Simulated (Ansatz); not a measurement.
Cubic perovskite KNiF₃ was calculated with r²SCAN (PAW; Ansatz, an electronic-structure program).

Numerical settings: plane-wave cutoff 560 eV, 8×8×8 k mesh, Fermi–Dirac smearing 0.01 eV, spin-polarised with parallel moments, scalar-relativistic PAW data made under PBE.

Computed points:

```tsv
V (Å³/atom)	E − E_lowest (meV/atom)	P (GPa)
12.106	14.52	6.38
12.364	6.20	4.01
12.622	1.50	1.89
12.879	0.00	0.00
13.137	1.38	-1.69
13.394	5.33	-3.19
13.652	11.57	-4.54
```

Problem. What bulk modulus B0 and pressure derivative B′ does a third-order Birch–Murnaghan fit give?

Solution. V0 = 12.879 Å³/atom, B0 = 89.3 GPa, B′ = 4.6 (fit to the energies at full precision).

Note: the magnetic order was assumed, not searched for or taken from measurement; without U or exact exchange, gaps and moments of open d shells tend to come out too small.
